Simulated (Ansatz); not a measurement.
A relaxation of the atoms of MoPt₂ (Imm2, 3 atoms in the cell) with Ansatz (an electronic-structure program).

Computed with LDA (PW92), default PAW files made with PBE (plane waves; Ansatz).

The change in words: one atom moved by 0.15 angstrom; relax: default → atoms; relax.f_tol: default → 0.2 eV/Å. Reference geometry:
```
CELL_PARAMETERS angstrom
     -1.38564     1.99198     4.17727
      1.38564    -1.99198     4.17727
      1.38564     1.99198    -4.17727
ATOMIC_POSITIONS crystal
  Mo 0.00000 0.00000 0.00000
  Pt 0.66334 0.66334 0.00000
  Pt 0.33666 0.33666 0.00000
```

Reference input (self-consistent single point, DFT, LDA (PW92), plane waves, default PAW files made with PBE): basis.ecutwfc = 420 eV; kpoints.mp_grid.grid = 12 12 12; hamiltonian.xc = lda; hamiltonian.pseudopotentials = {kind: paw} (the program's default PAW files); scf.occupations.method = gaussian; scf.occupations.width = 0.1 eV. This run's input differs from it in these lines:

```diff
@@ -6,3 +6,3 @@
   atoms:
-    - { symbol: Mo, position: [0.000000, 0.000000, 0.000000] }
+    - { symbol: Mo, position: [0.017954, 0.017954, 0.000000] }
     - { symbol: Pt, position: [0.663340, 0.663340, 0.000000] }
@@ -22,2 +22,4 @@
     width: 0.1 eV
+relax:
+  f_tol: 0.2
 output:
```

Output (repeated stretches shortened):

```
   [... SCF lines of the steps left out ...]
relax step   1: F+E_penalty+E_count = -29333.90340012 eV  Δ(F+E_penalty+E_count) = +0.000e0 eV  max|allowed force component| = 9.821e-1 eV/Å  Δτ_max = 0.0000 Å  (6 SCF iters, dr2 threshold 1.00e-4 eV, accepted)
relax step   2: F+E_penalty+E_count = -29333.97256296 eV  Δ(F+E_penalty+E_count) = -6.916e-2 eV  max|allowed force component| = 5.735e-2 eV/Å  Δτ_max = 0.0968 Å  (6 SCF iters, dr2 threshold 6.03e-5 eV, accepted)
relax step   3: F+E_penalty+E_count = -29333.97256296 eV  Δ(F+E_penalty+E_count) = -2.648e-9 eV  max|allowed force component| = 5.732e-2 eV/Å  Δτ_max = 0.0000 Å  (6 SCF iters, accepted)
the relaxation is at rest under the 4 symmetry operations that the run kept from its start: a minimum is not shown …
Stability not checked: this state was not tested for a lower state beside it, because too few of the mixer's solves of this state at the end of the SCF gave a …
Free energy (F): -29333.972563 eV
Internal energy: -29333.962824 eV  (E = F + TS)
E sigma→0 (E₀):  -29333.967693 eV
Entropy (-TS):   -0.009739 eV (-3.246 meV/atom)
Fermi energy:    22.309075 eV
--- Forces (eV/Å), atoms counted from 1 ---
  atom   1  Mo     0.00000000     0.00000000    -0.02741514
   [... lines left out ...]
--- Relaxed structure (3 steps of the walk, 3 accepted, 0 SCFs on fresh bases) ---
  F+E_penalty+E_count = -29333.97256296 eV   max|allowed force component| = 5.732e-2 eV/Å
  atoms:
    - { symbol: Mo, position: [0.006368621342753849, 0.006368621342753849, 0.0] }
    - { symbol: Pt, position: [0.668951085080368, 0.668951085080368, 0.0] }
    - { symbol: Pt, position: [0.3426342935768781, 0.3426342935768781, 0.0] }
```

The run converged.  The full log also holds: “iter 4 did not close the SCF: its close was put off for the readings that it lacked (scf_convergence_deferred on its scf_iter line)”. The full log also holds: “iter 5 did not close the SCF: its close was put off for the readings that it lacked (scf_convergence_deferred on its scf_iter line)”.

Summary of the result:
| Property | Value |
|---|---|
| Free energy E − TS (on the zero of these files) | -29333.9726 eV |
| Fermi level (on the code's own zero) | 22.31 eV |
| Pressure | -14.41 GPa |
| Largest force (vector length) | 0.057 eV/Å |
| Relaxation steps | 3 |

The starting cell comes from a database of computed structures (which also holds hypothetical and non-ambient phases and stackings), without a prior relaxation at this level. Its lattice was rescaled by up to half a per cent. For this run, on top of that: one atom moved by 0.15 angstrom. Spin polarisation is off. The relaxation keeps the symmetry of its start, so its end need not be a minimum. Ansatz's pressure includes its estimate of the finite-basis (Pulay) stress.

Cost on one core of a shared machine: roughly 60 s.

Keys are those of Ansatz 0.2.
